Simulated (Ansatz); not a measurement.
Take Sc in the hcp (Mg type) structure (space group P6_3/mmc, No. 194; a = 3.277 Å, c = 5.085 Å) as the base.

Method: PBEsol in Ansatz (plane waves to 420 eV, PAW, no spin-orbit coupling).

Base values:

```
Property            Value
---------------  --------
c/a ratio           1.552
Volume per atom  23.65 Å³
```

Perturbation: a hydrostatic pressure of 4.5 GPa.

Task: How does this affect the c/a ratio and volume per atom?

Result: The c/a ratio decreases by 0.0054, from 1.552 to 1.546; the volume per atom shrinks by 1.60 Å³ (23.65 Å³ → 22.05 Å³).

Load acts through the strain it causes; cell and atoms are relaxed under it. Whether these cells are dynamically stable was not tested. The final runs are not spin-polarised.

Ansatz is an electronic-structure program.
